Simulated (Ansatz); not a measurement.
The reference is MgS in the rock salt structure (space group Fm-3m, No. 225).

```
MgS
1.0
    0.00000     2.56462     2.56462
    2.56462     0.00000     2.56462
    2.56462     2.56462     0.00000
Mg S
1 1
Direct
  0.00000   0.00000   0.00000
  0.50000   0.50000   0.50000
```

Cartesian axes are those of the cell as printed.

Level of theory: LDA in Ansatz (plane waves to 420 eV, PAW, spin-orbit coupling left out).

Modification: the cell is stretched by 3.00 % along z with no lateral relaxation; the atoms relax in the strained cell.

Problem. Predict the stress tensor and what it implies for the stiffness.

Solution. Stress of the strained cell less that of the base (GPa, compression positive):
```
  -1.21    0.00    0.00
   0.00   -1.21    0.00
   0.00    0.00   -4.11
```

Then −Δσ_ii/ε with ε = 0.0300 gives secant stiffness values (nonlinear terms included at this strain): C33 ≈ 137 GPa, C13 ≈ 40 GPa and C23 ≈ 40 GPa.

As a check, the harmonic strain energy −½ V₀ Δσ:ε is 6.5 meV/atom; the computed energy rise is 6.9 meV/atom.

Whether these cells are dynamically stable was not tested.

Ansatz is a first-principles code.
